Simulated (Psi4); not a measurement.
Psi4 1.11, WB97X/def2-svp: Sn(H)(Me)2(Vi) (C=[CH][SnH]([CH3])[CH3]), 15 atoms. The geometry is a generated start, not checked to be a minimum at this level.

| Quantity | Result |
|---|---|
| task | energy |
| method | wb97x |
| basis | def2-svp |
| memory | 3 GB |
| maxiter | 100 |
| keys of the molecule block | symmetry c1 |
| scf_type | df (default) |
| diis_max_vecs | 10 (default) |
| e_convergence | 1e-06 (default) |
| d_convergence | 1e-06 (default) |
| dft_radial_points | 75 (default) |
| dft_spherical_points | 302 (default) |
| effective core potentials | those of the basis set, past Kr |
| basis functions | 132 |
| grid points | 321879 |

```xyz
15

Sn    -0.4164    -0.0166    -0.6818
C     -0.9874     2.0287    -0.1765
C     -1.4404    -1.3912     0.6649
C      1.7269    -0.2692    -0.6307
C      2.4219    -0.6392     0.4263
H     -0.8981    -0.3332    -2.2778
H     -1.9328     2.2861    -0.6383
H     -0.2357     2.7346    -0.5117
H     -1.0896     2.1296     0.9000
H     -1.2241    -2.4212     0.4054
H     -1.1150    -1.2126     1.6855
H     -2.5117    -1.2366     0.6147
H      2.2485    -0.0538    -1.5523
H      1.9564    -0.8694     1.3722
H      3.4975    -0.7359     0.4000
```

With the defaults (damping_percentage = 0, diis = true, scf_initial_accelerator = adiis, soscf = false, soscf_start_convergence = 0.01, diis_start = 1, guess = auto, which took SAD, level_shift = 0, level_shift_cutoff = 0.01) it converges in 8 SCF iterations. One run each on 2 threads, with these changes:
- scf_initial_accelerator = none
- damping_percentage = 60
- guess = sapgau
- soscf = true, soscf_start_convergence = 0.1
- guess = sap
- diis_start = 4
- scf_initial_accelerator = ediis
- level_shift = 0.5, level_shift_cutoff = 0.001
- damping_percentage = 60, diis = false, scf_initial_accelerator = none

Q: Name the settings that don't reach the solution of the defaults.

A: No convergence: damping_percentage = 60; damping_percentage = 60, diis = false, scf_initial_accelerator = none (the run ends without SCF convergence in 100 iterations). The rest reach the solution of the defaults.

| setting | SCF iterations | JK calls | end |
|---|---|---|---|
| soscf = true, soscf_start_convergence = 0.1 | 5 | 16 | same solution |
| the defaults | 8 | 9 | same solution |
| scf_initial_accelerator = ediis | 8 | 9 | same solution |
| scf_initial_accelerator = none | 8 | 9 | same solution |
| level_shift = 0.5, level_shift_cutoff = 0.001 | 9 | 10 | same solution |
| diis_start = 4 | 10 | 11 | same solution |
| guess = sap | 12 | 12 | same solution |
| guess = sapgau | 15 | 15 | same solution |
| damping_percentage = 60 | 100 | 101 | no convergence |
| damping_percentage = 60, diis = false, scf_initial_accelerator = none | 100 | 101 | no convergence |

An SOSCF iteration holds several JK calls; a Hückel guess adds calls on atoms.
